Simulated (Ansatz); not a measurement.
The reference is AlN in the zinc blende structure (space group F-43m, No. 216).

```
AlN
1.0
    0.00000     2.18885     2.18885
    2.18885     0.00000     2.18885
    2.18885     2.18885     0.00000
N Al
1 1
Direct
  0.75000   0.75000   0.75000
  0.00000   0.00000   0.00000
```

Cartesian axes are those of the cell as printed.

All numbers come from PBEsol (Ansatz, a quantum-chemistry and plane-wave program), no SOC.

Base values:

The volume per atom is 10.49 Å³.

It is then changed as follows: tensile biaxial strain of 2.21 % in the plane normal to [001], as in epitaxy on a mismatched substrate; the out-of-plane cell vector and the atoms relax.

Q: Estimate the effect on the volume per atom and valence-band top at Γ.

A: The volume per atom grows by 0.186 Å³ to 10.67 Å³; the valence-band top at Γ (three highest levels, from the VBM) comes out as 0.00, -0.18, -0.18 eV.

The levels and masses belong to the bands next to the band gap. Whether these cells are dynamically stable was not tested. This is not the structure that AlN has at room temperature and ambient pressure.
